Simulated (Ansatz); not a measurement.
## MoGe2 (model structure, started from the Al2Cu type, I4/mcm, No. 140, 6 atoms in the cell): properties by level of theory

| level (code) | lattice constant a (Å) | lattice parameter c (Å) | formation enthalpy (eV/atom) |
|---|---|---|---|
| PBE (Ansatz) | … | 5.245 | -0.037 |
| PBEsol (Ansatz) | … | … | -0.103 |
| PBE-D3(BJ) (Ansatz) | 6.142 | … | -0.091 |

**Question.** Complete the blanks.

**Answer.** 
- PBE (Ansatz, an electronic-structure program), lattice constant a (Å): 6.211
- PBEsol (Ansatz), lattice constant a (Å): 6.136
- PBEsol (Ansatz), lattice parameter c (Å): 5.188
- PBE-D3(BJ) (Ansatz), lattice parameter c (Å): 5.197

Ansatz's density-functional and Hartree–Fock values are scalar-relativistic unless marked +SOC, with PAW data made under PBE.

A model structure was made by putting elements into a prototype or built by hand; it is no filed structure, need not be a known phase, and can be a saddle point held by its symmetry.
